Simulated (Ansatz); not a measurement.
The reference is SiC (space group P6_3mc, No. 186; a = 3.078 Å, c = 10.076 Å).

Now apply this change: a hydrostatic pressure of 9 GPa.

Levels (all Ansatz, a quantum-chemistry and plane-wave program, PAW, earlier PAW set): PBEsol (420 eV, no SOC); r2SCAN (500 eV, no spin-orbit coupling).

The geometry is relaxed with PBEsol.

| Item | Value |
|---|---|
| PBEsol smallest direct gap | 3.26 eV |
| PBEsol lowest conduction level above the VBM at special points | M 2.13 eV; L 2.56 eV; H 3.13 eV; K 3.87 eV |
| PBEsol pressure | 9.00 GPa |

What does r2SCAN give at this geometry for the smallest direct gap, lowest conduction level above the VBM at special points and pressure?

The smallest direct gap increases by 0.54 eV to 3.80 eV; the lowest conduction level above the VBM at special points becomes M 2.61 eV; L 3.07 eV; H 3.69 eV; K 4.44 eV (PBEsol: M 2.13 eV; L 2.56 eV; H 3.13 eV; K 3.87 eV); the pressure increases by 0.19 GPa, from 9.00 GPa to 9.19 GPa.

Single points use the geometry relaxed with PBEsol. Their cutoffs differ, which shifts pressures a little. Load acts through the strain it causes; cell and atoms are relaxed under it. Stability against distortions was not tested. Competing high-pressure phases were not computed.
